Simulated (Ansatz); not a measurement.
## InP (model structure, started from the BeO type, P4₂/mnm, No. 136, 8 atoms in the cell): band gap by level of theory

No measured value is used here.

Unless a cell is named, each level is at its own relaxed cell (PBEsol 26.78, r²SCAN 27.15 Å³/atom).

Problem. Put these levels in order of the band gap that they give for InP (model structure, started from the BeO type, P4₂/mnm, No. 136, 8 atoms in the cell), smallest first: HSE06 (Ansatz, a first-principles code), PBEsol (Ansatz), r²SCAN (Ansatz).

Solution. PBEsol (0.72 eV), r²SCAN (1.17 eV), HSE06 (1.58 eV)

Computed values are for a static lattice. Levels without +SOC have no spin–orbit coupling; where heavier elements are present it shifts gaps, mostly down, and can invert bands.  Values are at the level's own relaxed cell; HSE06 at the PBEsol cell. Cutoffs and k meshes differ between the levels. Ansatz's density-functional and Hartree–Fock values are scalar-relativistic unless marked +SOC, with PAW data made under PBE.

A model structure was made by putting elements into a prototype or built by hand; it is no filed structure, need not be a known phase, and can be a saddle point held by its symmetry.
